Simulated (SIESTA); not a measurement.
Input and output of a self-consistent single point for ZrPbO₃ (P1, 5 atoms in the cell) (SIESTA).

Method: SIESTA 5.4.2 with GGA PBEsol with spin-orbit coupling, numerical atomic orbitals TZP, PseudoDojo PBEsol fully relativistic norm-conserving potentials (rewritten from UPF to PSML).

```
ZrPbO3
1.0
    4.20893     0.00000     0.00000
    0.00000     4.20893     0.00000
    0.00000     0.00000     4.20893
Zr Pb O
1 1 3
Direct
  0.99572   0.01140   0.00408
  0.51294   0.49542   0.50131
  0.50108   0.00048   0.00375
  0.99836   0.49750   0.99618
  0.99191   0.99520   0.49468
```

Reference input (self-consistent single point, DFT, GGA PBEsol, numerical atomic orbitals TZP, PseudoDojo PBEsol standard norm-conserving potentials (rewritten from UPF to PSML)): XC.functional = GGA; XC.authors = PBEsol; potentials = PseudoDojo PBEsol standard; PAO.BasisSize = TZP; PAO.EnergyShift = 0.005 Ry; MeshCutoff = 350 Ry; kgrid.MonkhorstPack = 5 5 5; OccupationFunction = FD; ElectronicTemperature = 580.23 K; MaxSCFIterations = 150; SCF.Mixer.Method = Broyden; SCF.Mixer.Weight = 0.25. This run's input differs from it in these lines:

```diff
@@ -1,2 +1,2 @@
-# files in the folder: Zr.psml Pb.psml O.psml (PseudoDojo PBEsol standard)
+# files in the folder: Zr.psml Pb.psml O.psml (PseudoDojo PBEsol fully relativistic)
 SystemName  ZrPbO3
@@ -38,2 +38,10 @@
 ElectronicTemperature        580.23 K
+Spin                         spin-orbit
+%block DM.InitSpin
+  1 0.00 0.00 0.00
+  2 0.00 0.00 0.00
+  3 0.00 0.00 0.00
+  4 0.00 0.00 0.00
+  5 0.00 0.00 0.00
+%endblock DM.InitSpin
```

The program printed (abridged):

```
        iscf     Eharris(eV)        E_KS(eV)     FreeEng(eV)     dDmax    Ef(eV) dHmax(eV)
   scf:    1    -4601.667855    -4623.578332    -4623.578332  0.783722 -5.911981 11.230270
     spin moment: {S} , |S| = {   -0.00000   -0.00000   -0.00000 }     0.00000
   scf:    2    -4638.746865    -4633.730427    -4633.730427  0.100427 -6.041139  2.723081
     spin moment: {S} , |S| = {    0.00000    0.00000   -0.00000 }     0.00000
   scf:    3    -4634.157041    -4634.138813    -4634.138813  0.050847 -5.795136  1.036973
     spin moment: {S} , |S| = {   -0.00000   -0.00000    0.00000 }     0.00000
   [... lines left out ...]
     spin moment: {S} , |S| = {    0.00000    0.00000    0.00000 }     0.00000
   scf:   10    -4634.180040    -4634.180044    -4634.180044  0.000022 -5.685285  0.000365
     spin moment: {S} , |S| = {    0.00000    0.00000   -0.00000 }     0.00000
   scf:   11    -4634.180048    -4634.180044    -4634.180044  0.000012 -5.685121  0.000241
     spin moment: {S} , |S| = {    0.00000    0.00000   -0.00000 }     0.00000
   scf:   12    -4634.180045    -4634.180044    -4634.180044  0.000007 -5.685025  0.000188
     spin moment: {S} , |S| = {    0.00000   -0.00000    0.00000 }     0.00000
SCF Convergence by DM+H criterion
max |DM_out - DM_in|         :     0.0000074422
max |H_out - H_in|      (eV) :     0.0001880064
SCF cycle converged after 12 iterations

Using DM_out to compute the final energy and forces

siesta: E_KS(eV) =            -4634.1800

siesta: E_KS - E_eggbox =     -4634.1800

siesta: Atomic forces (eV/Ang):
     1    0.287602   -0.462757   -0.248031
     2    0.105773    0.106654    0.028282
     3   -0.255710   -0.006167   -0.097330
     4   -0.070153    0.355855   -0.080518
     5   -0.060954    0.007586    0.385804
   Tot    0.006559    0.001170   -0.011793
   Max    0.462757
   Res    0.223203    sqrt( Sum f_i^2 / 3N )
   Max    0.462757    constrained

Stress tensor Voigt[x,y,z,yz,xz,xy] (kbar):       68.27       65.40       67.34        0.46       -0.29        0.45
   [... lines left out ...]
siesta: FreeEng =     -4634.180044
   [... lines left out ...]
siesta:     0.042608    0.000280   -0.000179
siesta:     0.000280    0.040819    0.000287
siesta:    -0.000179    0.000287    0.042030

siesta: Cell volume =         74.561581 Ang**3

siesta: Pressure (static):
siesta:                Solid            Molecule  Units
siesta:          -0.00045546         -0.00052818  Ry/Bohr**3
siesta:          -0.04181882         -0.04849548  eV/Ang**3
siesta:         -67.00113118        -77.69832161  kBar
```

The run converged in 12 iterations. Against the reference run the pressure goes from -6.55 to -6.70 GPa, the largest force goes from 0.611 to 0.599 eV/Å and the gap on the mesh goes from 2.648 to 2.369 eV.

The starting cell comes from a database of computed structures (which also holds hypothetical and non-ambient phases and stackings), without a prior relaxation at this level. Its atoms were displaced at random from the sites of space group no. 221. Values carry the incompleteness of an atom-centred basis. With a pressure of about -7 GPa the cell is away from its equilibrium volume at this level.

Cost on one core of a shared machine: roughly 5 min.
